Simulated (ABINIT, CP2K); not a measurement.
A CP2K input for a self-consistent single point of WS2 (P-6m2, 3 atoms in the cell) (DFT LDA (Pade form), GPW, DZVP-MOLOPT-SR-GTH basis, GTH-PADE potentials (GTH_POTENTIALS)):

```
&GLOBAL
  PROJECT scf
  RUN_TYPE ENERGY_FORCE
  PRINT_LEVEL LOW
&END GLOBAL
&FORCE_EVAL
  METHOD Quickstep
  STRESS_TENSOR ANALYTICAL
  &DFT
    BASIS_SET_FILE_NAME BASIS_MOLOPT
    POTENTIAL_FILE_NAME GTH_POTENTIALS
    &QS
      METHOD GPW
      EPS_DEFAULT 1E-10
    &END QS
    &MGRID
      CUTOFF 500
      REL_CUTOFF 60
      NGRIDS 5
    &END MGRID
    &SCF
      SCF_GUESS ATOMIC
      EPS_SCF 1E-6
      MAX_SCF 100
      ADDED_MOS 5
      &DIAGONALIZATION
        ALGORITHM STANDARD
      &END DIAGONALIZATION
      &MIXING
        METHOD BROYDEN_MIXING
        ALPHA 0.2
        NBUFFER 12
      &END MIXING
    &END SCF
    &KPOINTS
      SCHEME MONKHORST-PACK 6 6 1
      GAMMA_CENTERED T
    &END KPOINTS
    &XC
      &XC_FUNCTIONAL PADE
      &END XC_FUNCTIONAL
    &END XC
    &PRINT
      &MO
        EIGENVALUES T
        OCCUPATION_NUMBERS T
        NDIGITS 8
        FILENAME mo
        &EACH
          QS_SCF 0
        &END EACH
        ADD_LAST NUMERIC
      &END MO
      &MULLIKEN OFF
      &END MULLIKEN
    &END PRINT
  &END DFT
  &SUBSYS
    &CELL
      A 3.09083500 0.00000000 0.00000000
      B -1.54541800 2.67674200 0.00000000
      C 0.00000000 0.00000000 16.45708100
      PERIODIC XYZ
    &END CELL
    &COORD
      SCALED
      W        0.00000000     0.00000000     0.00000000
      S        0.33333300     0.66666700     0.90800000
      S        0.33333300     0.66666700     0.09200000
    &END COORD
    &KIND W
      BASIS_SET DZVP-MOLOPT-SR-GTH-q14
      POTENTIAL GTH-PADE-q14
    &END KIND
    &KIND S
      BASIS_SET DZVP-MOLOPT-SR-GTH-q6
      POTENTIAL GTH-PADE-q6
    &END KIND
  &END SUBSYS
  &PRINT
    &FORCES ON
    &END FORCES
    &STRESS_TENSOR ON
    &END STRESS_TENSOR
  &END PRINT
&END FORCE_EVAL
```

**Question.** Write the same calculation as an input for ABINIT.

**Answer.** One input that does it (others would too):

```
# WS2, JTH v2.0 LDA PAW
pp_dirpath "./"
pseudos "W.LDA_PW-JTH.xml, S.LDA_PW-JTH.xml"
acell 3*1.0 Angstrom
rprim
         3.0908352143    0.0000002003    0.0000000000
        -1.5454177806    2.6767417143    0.0000000000
         0.0000000000    0.0000000000   16.4570810000
natom 3
ntypat 2
znucl 74 16
typat 1 2 2
xcart
         0.0000000000    0.0000000000    0.0000000000
        -0.0000002185    3.3722059571   28.2382333179
        -0.0000002185    3.3722059571    2.8611425829
ecut 42 Ry
pawecutdg 84 Ry
pawxcdev 0
ixc 7
occopt 1
nband 17
kptopt 1
ngkpt 6 6 1
nshiftk 1
shiftk 0 0 0
nstep 60
tolvrs 1.0e-10
diemac 9
prtwf 0
prtden 0
```

Basis settings and potentials, where a program has them, do not carry over. This input uses DFT, LDA (PW92), plane waves, PAW (JTH v2.0 LDA PAW). LDA parametrisations can differ slightly between programs.

The starting cell comes from a database of computed structures (which also holds hypothetical and non-ambient phases and stackings), without a prior relaxation at this level. Its lattice was rescaled by a random factor within 2.5 % of one. For this run, on top of that: lattice scaled by 0.98.
